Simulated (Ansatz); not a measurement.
The structure below was relaxed with r2SCAN in Ansatz (plane waves to 500 eV, PAW, no SOC).

Space group I4₁/amd, origin choice 1 (No. 141); a = b = 4.8187 Å, c = 2.7396 Å, α = β = γ = 90.00°

```json
[
 {"atom": "Ir", "site": "4a", "symmetry": "-4m2", "x": "0.0000", "y": "0.0000", "z": "0.0000"}
]
```

Task: Write out a cell with all atoms.

Result: 
```
Ir
1.0
    4.81873     0.00000     0.00000
    0.00000     4.81873     0.00000
    0.00000     0.00000     2.73959
Ir
4
Direct
  0.00000   0.50000   0.25000
  0.00000   0.00000   0.00000
  0.50000   0.00000   0.75000
  0.50000   0.50000   0.50000
```
This is the conventional cell.

Whether these cells are dynamically stable was not tested. The final runs are not spin-polarised. The cell was made from Sn by this change: Sn → Ir; the result is a hypothetical phase, not in the database extracts checked.

Ansatz is a program for electronic structure.
